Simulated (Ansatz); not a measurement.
Effect of isotropic strain −0.29 % on TaSi2

Start from TaSi$_{2}$ (space group P6_222, No. 180; a = 4.776 Å, c = 6.563 Å).

The change: an isotropic linear strain of −0.29 %, atoms relaxed at fixed cell.

The values are results of r2SCAN (Ansatz, a quantum-chemistry and plane-wave program, PAW, scalar-relativistic without spin-orbit coupling), not measurements. k-mesh 11×11×7 (Γ-centred); smearing 0.05 eV (Fermi–Dirac).

```csv
quantity,base,changed,shift
volume per atom,14.40 Å³,14.28 Å³,-0.12 Å³
space group,P6_222 (No. 180),P6_222 (No. 180),–
energy relative to the base (free energy F),0 meV/atom,+0.7 meV/atom,+0.7 meV/atom
"pressure (mean of the normal stresses, compression positive)",0.0 GPa,1.8 GPa,+1.8 GPa
band gap,zero,zero,–
```

Final structure:

```
TaSi2
1.0
    4.76216     0.00000     0.00000
   -2.38108     4.12416     0.00000
    0.00000     0.00000     6.54377
Ta Si
3 6
Cartesian
  2.38108   0.00000   0.00000
  1.19054   2.06208   2.18126
 -1.19054   2.06208   4.36252
  0.00000   1.30674   0.00000
  3.63050   0.65337   2.18126
  1.24941   3.47079   4.36252
  2.38108   2.81742   0.00000
 -1.24941   3.47079   2.18126
  1.13167   0.65337   4.36252
```

Whether these cells are dynamically stable was not tested. All final runs are without spin polarisation. An odd electron count without spin: TaSi2.
